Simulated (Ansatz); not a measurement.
Relaxation of the outer planes of the (0001) surface of hcp Be in its 1x1 cell, outermost plane spacing 1.78 Å in the ideal cut.

Calculation: PBE (plane waves to 420 eV, PAW; Ansatz, a quantum-chemistry and plane-wave program).

Set-up: 5 atoms, 7.1 Å thick at the start (thin: gaps and levels are the slab's own); mesh 19x19x1; 0.1 eV smearing; dipole correction on; all atoms relaxed; held to the start's symmetry, so lower structures may exist; no spin, no spin-orbit, no U.

```json
[
 {"plane": "1", "atoms": "Be", "bulk spacing to the next (Å)": "1.784", "relaxed spacing (Å)": "1.843", "change (%)": "3.3", "rumpling (Å)": "0.00"}
]
```
